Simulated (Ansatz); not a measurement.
Consider Ge in the diamond structure (space group Fd-3m, No. 227).

```
Ge
1.0
    0.00000     2.81109     2.81109
    2.81109     0.00000     2.81109
    2.81109     2.81109     0.00000
Ge
2
Direct
  0.00000   0.00000   0.00000
  0.25000   0.25000   0.25000
```

Cartesian axes are those of the cell as printed.

The values are results of LDA/PAW in Ansatz (an electronic-structure program), no SOC, not measurements.

Base values:

The shortest interatomic distance is 243.4 pm. The pressure comes out as 0.0 GPa.

The change: the cell is compressed by 3.00 % along z with no lateral relaxation; the atoms relax in the strained cell.

Estimate the effect on the energy relative to the base, shortest interatomic distance and pressure.

The energy increases by 7.8 meV/atom; the shortest interatomic distance drops by 2.4 pm (243.4 pm → 241.0 pm); the pressure (mean of the normal stresses, compression positive) goes from zero to 2.3 GPa.

Stability against distortions was not tested. Gaps under 0.05 eV, about the width of the smearing, are given as zero.
